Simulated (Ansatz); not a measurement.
The reference is TiAl (space group P4/mmm, No. 123; a = 2.824 Å, c = 4.075 Å; relaxed with 0.1 eV smearing).

Method: PBE/PAW in Ansatz (a program for electronic structure), without spin-orbit coupling, earlier PAW set.

For the base:

The pressure is 0.0 GPa.

The change: every lattice vector is shortened by 1.89 %, atoms relaxed at fixed cell.

**Question.** What does the calculation give for the pressure and energy relative to the base after the change?

**Answer.** The pressure (mean of the normal stresses, compression positive) goes from zero to 7.2 GPa; the energy rises by 19 meV/atom.

The cells carry an imposed strain or load. No phonon test of stability was made. The final runs are not spin-polarised.
